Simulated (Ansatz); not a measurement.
The parent structure is Ru in the hcp (Mg type) structure (space group P6_3/mmc, No. 194; a = 2.676 Å, c = 4.224 Å; relaxed with 0.1 eV smearing). Axes: x lies along a and z along c of the hexagonal cell.

Structures relaxed with LDA in Ansatz (plane waves to 420 eV, PAW, no SOC).

Base:

Simulated powder pattern, Cu Kα, λ = 1.54184 Å (kinematic, ideal powder, no thermal factors, no anomalous dispersion; the 14 strongest lines at most, above 2 %, up to 2θ = 90°):

```csv
2θ (°),I/Imax (%),hkl
38.87,25,(100)
42.82,25,(002)
44.60,100,(101)
59.20,14,(102)
70.38,16,(110)
79.69,17,(103)
83.43,2.6,(200)
86.02,19,(112)
87.26,14,(201)
```

After one change:

Simulated powder pattern, Cu Kα, λ = 1.54184 Å (kinematic, ideal powder, no thermal factors, no anomalous dispersion; the 14 strongest lines at most, above 2 %, up to 2θ = 90°):

```
2θ (°)  I/Imax (%)
------  ----------
38.87           73
42.83           73
44.22          100
44.61           98
45.00           95
58.57           14
70.38           48
78.87           17
79.70           17
80.55           16
85.48           19
86.59           19
86.72           14
87.26           14
```

Task: Name the change that was made.
(A) tensor shear ε_xz = +0.57 %
(B) tensor shear ε_xz = +0.29 %
(C) tensor shear ε_xz = +1.71 %
(D) tensor shear ε_xz = +1.14 %

Result: D, tensor shear ε_xz = +1.14 %. Its volume per atom is 13.09 Å³ against 13.09 Å³, and its space group is C2/c (No. 15).

The cells carry an imposed strain or load. Stability against distortions was not tested. All final runs are without spin polarisation.

Ansatz is a first-principles code.
